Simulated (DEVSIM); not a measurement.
System: abrupt In0.53Ga0.47As p-n junction, at 400 K.

| layer (left to right) | material | thickness (μm) | Nd (cm⁻³) | Na (cm⁻³) | τn (s) | τp (s) |
|---|---|---|---|---|---|---|
| 1 | In0.53Ga0.47As | 4.00 | - | 1.2e17 | 4.4e-10 | 4.4e-10 |
| 2 | In0.53Ga0.47As | 15.0 | 2.7e16 | - | 4.4e-10 | 4.4e-10 |

Left contact: ohmic. Right contact: ohmic. Voltage is applied to the left contact. Recombination: SRH at mid-gap, radiative, Auger. Mobility is constant in doping.

This is a model device: material constants are rounded textbook-type values typed into the input, and sizes, dopings and lifetimes were drawn at random. Values at 300 K; Nc and Nv go as T^1.5, mobilities as T to minus their exponent, the gap by Varshni's rule with the affinity fixed.

```tsv
parameter	In0.53Ga0.47As
gap (eV)	0.74
affinity (eV)	4.51
permittivity	13.9
Nc (cm⁻³)	2.1e17
Nv (cm⁻³)	7.7e18
μn (cm²/Vs)	12000
μp (cm²/Vs)	300
T exponent of μn	1.6
T exponent of μp	1.6
B (cm³/s)	9.6e-11
Cn (cm⁶/s)	5e-29
Cp (cm⁶/s)	5e-29
Varshni α (eV/K)	0.00035
Varshni β (K)	190
```

Simulated with DEVSIM: 1D drift-diffusion, Boltzmann statistics, complete ionisation; no tunnelling, impact ionisation, image-force lowering or self-heating.

The minority lifetime in layer 2 was swept, all else fixed.

```json
[
 {"minority lifetime in layer 2 (s)": "1.3e-11", "dark forward voltage at 100 A/cm² (V)": "0.303", "dark forward voltage at 1 A/cm² (V)": "0.089"},
 {"minority lifetime in layer 2 (s)": "4.4e-11", "dark forward voltage at 100 A/cm² (V)": "0.313", "dark forward voltage at 1 A/cm² (V)": "0.108"},
 {"minority lifetime in layer 2 (s)": "1.3e-10", "dark forward voltage at 100 A/cm² (V)": "0.323", "dark forward voltage at 1 A/cm² (V)": "0.127"},
 {"minority lifetime in layer 2 (s)": "4.4e-10", "dark forward voltage at 100 A/cm² (V)": "(withheld)", "dark forward voltage at 1 A/cm² (V)": "(withheld)"},
 {"minority lifetime in layer 2 (s)": "1.3e-9", "dark forward voltage at 100 A/cm² (V)": "0.336", "dark forward voltage at 1 A/cm² (V)": "0.159"},
 {"minority lifetime in layer 2 (s)": "4.4e-9", "dark forward voltage at 100 A/cm² (V)": "0.340", "dark forward voltage at 1 A/cm² (V)": "0.168"},
 {"minority lifetime in layer 2 (s)": "1.3e-8", "dark forward voltage at 100 A/cm² (V)": "0.342", "dark forward voltage at 1 A/cm² (V)": "0.173"}
]
```

Q: Fill in the missing entries.

A: 
- 4.4e-10, dark forward voltage at 100 A/cm² (V): 0.331
- 4.4e-10, dark forward voltage at 1 A/cm² (V): 0.146
